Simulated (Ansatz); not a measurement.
Base system: SiC in the wurtzite structure (space group P6_3mc, No. 186).

```xyz
4
Lattice="3.0920 0.0000 0.0000 -1.5460 2.6777 0.0000 0.0000 0.0000 5.0743" Properties=species:S:1:pos:R:3 pbc="T T T"
Si     0.0000     1.7851     5.0721
Si     1.5460     0.8926     2.5350
C      0.0000     1.7851     1.9050
C      1.5460     0.8926     4.4421
```

Cartesian axes are those of the cell as printed.

Computed with PBE in Ansatz (plane waves to 420 eV, PAW, no SOC).

For the base:

- Electron mass: 0.27 mₑ along c, 0.44 mₑ across (at K)
- Pressure: 0.0 kbar

The change: the cell is stretched by 2.40 % along z with no lateral relaxation; the atoms relax in the strained cell.

Problem. What happens to the electron mass, pressure and energy relative to the base?

Solution. The electron mass goes from 0.27 mₑ along c, 0.44 mₑ across (at K) to 0.27 mₑ along z, 0.44 mₑ across (at K); the pressure (mean of the normal stresses, compression positive) goes from zero to -47.0 kbar; the energy grows by 9.7 meV/atom.

The levels and masses belong to the bands next to the band gap. Effective masses come from finite differences of ±0.01 Å⁻¹. Stability against distortions was not tested.

Ansatz is a quantum-chemistry and plane-wave program.
